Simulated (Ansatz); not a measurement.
Consider this model of amorphous Hf₁₈O₃₈Ge.

```xyz
57
Lattice="8.5725 -0.1005 -0.3807 -0.1005 9.4393 -0.0618 -0.3807 -0.0618 9.1810" Properties=species:S:1:pos:R:3 pbc="T T T"
Hf     3.7100     5.4632     5.1399
Hf     2.1792     6.2019     0.7790
Hf     0.2799     0.7836     8.5197
Hf     4.1692     2.2051     3.8897
Hf     2.5445     9.0163     5.4882
Hf     7.8838     4.2352     8.5546
Hf     4.9486     7.9722     2.5949
Hf     3.8084     2.6591     0.3718
Hf     0.6537     5.9475     6.3433
Hf     6.3395     8.9756     6.0997
Hf     1.7671     9.3413     2.3165
Hf     6.6400     6.0219     4.2290
Hf     7.4591     7.7805     0.7425
Hf     4.5955     5.5231     8.4600
Hf     6.7833     1.5639     1.3115
Hf     7.2712     2.7356     5.0394
Hf     1.0317     3.5428     3.2495
Hf     3.4937     8.7766     8.6230
O      2.3652     4.5652     6.5461
O      7.7251     2.5712     2.8759
O      5.8019     1.3451     4.8635
O      1.1089     9.1966     4.1748
O      5.6947     4.0557     4.5797
O      6.7853     6.6608     2.3995
O      3.5976     4.7455     0.8023
O      0.1170     0.4032     1.3393
O      2.9072     6.7829     8.3146
O      7.7361     7.1026     5.7020
O      2.2429     2.0160     2.6483
O      4.4419     6.2193     3.4701
O      5.0296     2.5198     2.0664
O      7.8991     2.3488    -0.2202
O      0.7724     7.4140     1.7014
O     -0.0472     5.1115     4.5213
O      4.3924     8.8570     6.7458
O      6.9377     5.6271    -0.1052
O      7.7679     1.1279     6.4173
O      5.3604     7.5724     0.3469
O      5.1719     1.0295     0.0288
O      7.8762     4.1147     6.5344
O      1.6426     9.1449     7.2764
O      2.9363     3.9218     4.0501
O      2.6125     0.7305     0.4387
O      1.5542     2.5703     8.1366
O      5.0488     5.8823     6.5261
O      0.7701     2.6255     5.1875
O      2.2935     6.9277     5.4071
O      3.1667     7.9559     1.5252
O      3.1961     1.7191     5.7777
O      6.4881     9.1965     2.0063
O      0.9362     4.5454     1.4688
O      0.5438     5.8957     8.4008
O      4.6001     3.4867     8.2470
O      5.8474     8.0017     4.4545
O      3.7807     0.0572     3.6071
O      7.2515     8.5796     7.9804
Ge     1.9906     2.8418     6.4365
```

Method: PBE, scalar-relativistic without spin-orbit coupling (plane waves to 420 eV, PAW; Ansatz, a first-principles code).

It comes from a melt-quench run on a machine-learned potential (CHGNet), relaxed afterwards by DFT. O atoms were pushed apart under 1.9 Å during the dynamics, to hinder bonds among them. The hot cell started wider than the set density and was brought back towards it in steps. It is the lowest in DFT energy of 2 quenches. It is a model cell: composition and starting density were chosen by hand, and all elements were melted together. No dispersion term was used. Its density started from a set value of 8.72 and ended at 8.72 g/cm³. The quench (nominally 380 K/ps over its main leg) was far faster than any real one, so the model tends to hold more defects than a real film. One small periodic cell is one sample of the glass; other quenches scatter about these values. The volume was held where the preparation left it and the shape relaxed, at a PBE pressure of 0.6 GPa. Stress components on the final sampling reach 1.5 GPa. On a 2×2×2 Γ-centred mesh force components of up to 0.12 eV/Å stay, since the relaxation ran on the zone centre alone. Cycles of charging lowered its energy after that relaxation.

Neighbours within Hf-Hf 3.34 Å, Hf-O 2.60 Å, Hf-Ge 2.99 Å, O-O 1.58 Å, O-Ge 2.23 Å, Ge-Ge 2.81 Å count as bonded. Two cations that share two anions don't count as bonded, nor two that share one unless they lie closer than Hf-Hf 3.25 Å, Hf-Ge 2.91 Å, Ge-Ge 2.57 Å.

Question: Give the coordination numbers, mean bond lengths and angles.

Answer: 
* **Mean coordination of Hf by anions**: 6.28 (1 with 5, 11 with 6, 6 with 7)
* **Mean coordination of O**: 3.08 (3 with 2, 29 with 3, 6 with 4)
* **Mean coordination of Ge by anions**: 4.00 (1 with 4)
* **Mean Hf-O bond**: 2.141 Å (spread 0.115 Å, 113 counted)
* **Mean O-Ge bond**: 1.769 Å (spread 0.006 Å, 4 counted)
* **Bond angle at Hf**: mean 102.9°, spread 29.4°
* **Bond angle at O**: mean 114.6°, spread 16.6°
* **Bond angle at Ge**: mean 109.7°, spread 9.2°

Question: List the pairs of like atoms that count as bonded by the rules above.

Answer: There are none by these rules.
